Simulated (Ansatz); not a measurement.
## SiC with two functionals, Si → Pb

Consider SiC in the wurtzite structure (space group P6_3mc, No. 186; a = 3.0919 Å, c = 5.0742 Å).

(Cell as relaxed with PBE.)

Levels (all Ansatz, a program for electronic structure, PAW, earlier PAW set): PBE (420 eV, scalar-relativistic without spin-orbit coupling); PBEsol (420 eV, no spin-orbit coupling).

Each level relaxes its own structure.

| base | PBE | PBEsol |
|---|---|---|
| volume per atom | 10.50 Å³ | 10.34 Å³ |
| lattice parameter a | 3.092 Å | 3.076 Å |
| band gap | 2.31 eV | 2.13 eV |

Perturbation: Pb takes the place of Si on all its sites; the structure is relaxed again.

```
quantity                           PBE   PBEsol
-----------------------------  -------  -------
shortest interatomic distance  2.311 Å  2.278 Å
band gap                          zero     zero
c/a ratio                        1.639    1.639
```

PBE's shortest interatomic distance lies 0.033 Å above PBEsol's (1.4 %); the two agree on the band gap and c/a ratio. Neither level is exact; PBEsol is the comparison here, not a measurement.

Spin-orbit coupling, missing from the scalar runs, can matter with Pb. Whether these cells are dynamically stable was not tested. As relaxed here, PbC is a hypothetical phase, not in the database extracts checked. The final runs are not spin-polarised. The zero or small gap of PbC can change with the level of theory.
